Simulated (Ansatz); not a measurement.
We consider L1₀ (CuAu-type) CuAu, described by r²SCAN (PAW; Ansatz, a quantum-chemistry and plane-wave program).

Settings: plane-wave cutoff 560 eV, 20×20×16 k mesh (along the axes of the cell as run), Fermi–Dirac smearing 0.05 eV, no spin polarisation, scalar-relativistic PAW data made under PBE.

Computed points:

| V (Å³/atom) | E − E_lowest (meV/atom) | P (GPa) |
|---|---|---|
| 13.949 | 12.43 | 7.16 |
| 14.239 | 2.98 | 3.35 |
| 14.530 | 0.00 | 0.01 |
| 14.820 | 2.72 | -2.94 |
| 15.111 | 10.44 | -5.52 |

Q: Estimate the bulk modulus from the pressures at 14.239 and 14.820 Å³/atom, and compare it with a fit to all energies.

A: B = −V dP/dV. Between V = 14.239 and 14.820 Å³/atom, dP/dV = (-2.94 − (3.35))/(14.820 − 14.239) = -10.8 GPa per Å³/atom; at the midpoint 14.530 Å³/atom this gives B ≈ 157 GPa. The third-order Birch–Murnaghan fit gives V0 = 14.530 Å³/atom, B0 = 157 GPa, B′ = 5.5, which lies within 1 % of that estimate.

Shape and atoms are relaxed at each volume.

Spin–orbit coupling is not included; it can shift volumes and moduli of such heavy elements.

Computed values are for the static lattice.
